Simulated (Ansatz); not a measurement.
The parent structure is HfO2 (space group P4_2/nmc, No. 137; a = 3.577 Å, c = 5.204 Å). Axes: x, y, z lie along a, b, c of the conventional cell.

Level of theory: r2SCAN (Ansatz, an electronic-structure program; PAW; 500 eV plane waves; spin-orbit coupling left out), earlier PAW set.

Base values:

Shortest interatomic distance: 2.059 Å

One thing is altered: uniaxial strain ε_zz = +1.92 %, all other strain components held at zero; the atoms relax in the strained cell.

### Question
What does the calculation give for the shortest interatomic distance and largest internal atomic displacement after the change?

### Answer
The shortest interatomic distance shrinks by 0.005 Å (2.059 Å → 2.054 Å); the largest internal atomic displacement comes out as 0.030 Å.

No phonon test of stability was made. This is not the structure that HfO2 has at room temperature and ambient pressure.
